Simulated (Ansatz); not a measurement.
Given:

```
AlN
1.0
    3.14901     0.00000     0.00000
   -1.57451     2.72712     0.00000
    0.00000     0.00000     5.04811
Al N
2 2
Direct
  0.33333   0.66667   0.00024
  0.66667   0.33333   0.50024
  0.33333   0.66667   0.38176
  0.66667   0.33333   0.88176
```

No spin polarisation.

Method: PBE/PAW in Ansatz (a program for electronic structure), spin-orbit coupling left out. Settings: 12×12×7 k-points, 0.05 eV Fermi–Dirac smearing.

Q: Predict the gap character, band gap, valence-band top at Γ and pressure.

A: 
- Gap character = direct at Γ
- Band gap = 3.88 eV
- Valence-band top at Γ (three highest levels, from the VBM) = 0.00, -0.20, -0.20 eV
- Pressure (mean of the normal stresses, compression positive) = -3.35 GPa

The cells carry an imposed strain or load. Whether these cells are dynamically stable was not tested. The cell was made from AlN in the wurtzite structure (space group P6_3mc, No. 186) by this change: isotropic strain +0.60 %.
